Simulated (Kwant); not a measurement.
System: wire with a row of barriers in a Ge (holes) two-dimensional gas. Effective mass 0.06 mₑ, grid spacing 12 nm, hard walls, nominal width 300 nm (25 grid rows, so walls 312 nm apart), one parabolic valley, scattering region 1200 nm long along x; energies count from the band bottom; Fermi energy swept from 5.5708e-05 to 0.00066153 eV. 2 barrier(s) across the wire, height 0.0098 eV, thickness 48 nm (about 4 grid columns), spaced by 72 nm.

Constants are typed, rounded textbook-type inputs, not results; the design itself was drawn at random and stands for no fabricated device.

Computed with Kwant: effective-mass tight-binding model on a square grid, one spin, coherent transport at 0 K. Conductance is in e²/h.

Sweep values stay those of the base run.

The barrier height was swept, all else fixed.

```tsv
barrier height (eV)	mean G (e²/h) over the sweep	G (e²/h) at E = 0.3567 meV	G (e²/h) at E = 0.5091 meV	G (e²/h) at E = 0.2043 meV
0.0049	…	…	…	…
0.0069	1.8e-8	2.4e-9	1.4e-8	3.6e-10
0.0083	2.1e-9	3.4e-10	1.9e-9	5.5e-11
0.0098	3.0e-10	5.6e-11	3.0e-10	9.4e-12
0.012	2.6e-11	5.7e-12	2.8e-11	< 1e-12
0.015	1.7e-12	< 1e-12	1.9e-12	< 1e-12
0.02	< 1e-12	< 1e-12	< 1e-12	< 1e-12
```

**Question.** Some entries are withheld; supply them.

**Answer.** 
- 0.0049, mean G (e²/h) over the sweep: 1.0e-6
- 0.0049, G (e²/h) at E = 0.3567 meV: 6.8e-8
- 0.0049, G (e²/h) at E = 0.5091 meV: 5.1e-7
- 0.0049, G (e²/h) at E = 0.2043 meV: 9.4e-9
